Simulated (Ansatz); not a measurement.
# Si on the C site (Si_C) (diamond host)

Level of theory: PBE, PAW (plane waves to 420 eV; Ansatz, a program for electronic structure). Cell: 64 sites, 2×2×2; final energies on a 2×2×2 shifted mesh. Site at the start: the C site. Charged cells carry a point-charge image correction with potential alignment at far atoms. Dielectric constants: PBE linear response of the host. Host gap at this level: 4.13 eV. These values are not converged in cell size to better than tenths of an eV. The semilocal functional narrows the gap, so deep levels can fall outside it. Spin–orbit coupling is left out. Each state is the lowest found from its start.

Formation energies E_f are given with the Fermi level at the valence-band maximum. Chemical conditions: impurity bounded by its compound with the host (Δμ(C) = 0.14 eV, Δμ(Si) = -0.54 eV, bounded by 6H silicon carbide; only phases computed here count, gases as isolated molecules at 0 K). Reference phases: C: graphite, Si: silicon.

| charge | moment (μB) | point group | largest move off a lattice site (Å) | image correction with alignment (eV) | E_f, impurity bounded by its compound with the host (eV) |
|---|---|---|---|---|---|
| +1* | fractional | – | 0.20 | – | – |
| 0 | not spin-polarised | Td | 0.18 | 0.00 | 4.95 |
| −1* | 1.0 | – | 0.18 | – | – |

* At this level the carrier isn't localised at the defect: at charge +1 holes occupy the valence band; at charge −1 electrons occupy the conduction band. Such a state is shallow or no state of the defect, and this cell gives it no level.

Point groups are those of the whole cell at tolerances of 0.03 and 0.1 Å ("near" where only the looser one holds); none is given for unsettled states.

Starting moments that weren't kept: charge +1 began with 1 μB and ended with 0.5.

Flagged in the runs: a doubtful potential alignment.

All states together cost about 25 core-minutes (a rough figure).
